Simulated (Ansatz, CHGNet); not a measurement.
**How well does each level of theory give the lattice constant a of fluorite CoSi2?**

Reference value: 5.365 Å (measured, room temperature, no zero-point or thermal correction; as tabulated in Hegde and Bowen (2014), arXiv:1405.1317).

```json
[
 {"level (code)": "CHGNet 0.3.0 (CHGNet)", "value (Å)": "5.363"},
 {"level (code)": "LDA (Ansatz)", "value (Å)": "5.274"},
 {"level (code)": "PBE (Ansatz)", "value (Å)": "5.360"},
 {"level (code)": "PBE-D3(BJ) (Ansatz)", "value (Å)": "5.304"},
 {"level (code)": "rVV10 (Ansatz)", "value (Å)": "?"},
 {"level (code)": "r²SCAN (Ansatz)", "value (Å)": "5.315"},
 {"level (code)": "HSE06 (Ansatz)", "value (Å)": "?"}
]
```

Question: Fill in the missing entries.

Answer: 
- rVV10 (Ansatz, a program for electronic structure), value (Å): 5.384
- HSE06 (Ansatz), value (Å): 5.296

Differences against the reference: CHGNet 0.3.0 -0.04 %, LDA -1.70 %, PBE -0.09 %, PBE-D3(BJ) -1.14 %, rVV10 +0.35 %, r²SCAN -0.93 %, HSE06 -1.29 %.

The reference is not for a static lattice or low temperature, so close values are not ranked against it. Off by more than 1.25 % (a bound picked here): LDA (-1.70 %), HSE06 (-1.29 %).

The reference has no zero-point or thermal correction, while the calculations are for a static lattice, so the differences are not the levels' errors alone. A static lattice is as a rule a little smaller than the measured one. The crystal itself was run without spin with LDA, PBE, PBE-D3(BJ), rVV10, r²SCAN, HSE06. HSE06: hybrids on metals are sensitive to the k mesh and can open a false gap. Cutoffs and k meshes differ between the levels. Ansatz's density-functional and Hartree–Fock values are scalar-relativistic unless marked +SOC, with PAW data made under PBE.

Machine-learned potentials (CHGNet 0.3.0) are trained on DFT data, which may include these solids.

Differences are worked out from the printed values.
